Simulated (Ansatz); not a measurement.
A computed series for hypothetical CsCl type NbAs: pressure series

The parent structure is NbAs in the CsCl type structure (space group Pm-3m, No. 221; a = 3.180 Å; a hypothetical phase, not in the database extracts checked).

Cell and atoms are relaxed at each pressure.

Level of theory: PBEsol/PAW in Ansatz (a program for electronic structure), spin-orbit coupling left out.

Notes on the quantities. enthalpy: H = E + PV relative to the base's energy.

```tsv
variant	lattice parameter a	enthalpy
base	6.010 bohr	–
pressure −2 GPa	6.032 bohr	-0.20 eV/atom
pressure −1 GPa	6.021 bohr	-0.10 eV/atom
pressure 0.3 GPa	6.006 bohr	+0.03 eV/atom
pressure 0.7 GPa	6.002 bohr	+0.07 eV/atom
pressure 1.5 GPa	___	+0.15 eV/atom
pressure 3 GPa	___	+0.30 eV/atom
pressure 5 GPa	___	+0.50 eV/atom
pressure 7.5 GPa	___	+0.74 eV/atom
pressure 10 GPa	5.912 bohr	+0.98 eV/atom
```

Question: Complete the table.

Answer: 
- pressure 1.5 GPa, lattice parameter a: 5.994 bohr
- pressure 3 GPa, lattice parameter a: 5.978 bohr
- pressure 5 GPa, lattice parameter a: 5.958 bohr
- pressure 7.5 GPa, lattice parameter a: 5.935 bohr

Load acts through the strain it causes; cell and atoms are relaxed under it. No phonon test of stability was made. Competing high-pressure phases were not computed. The final runs are not spin-polarised.
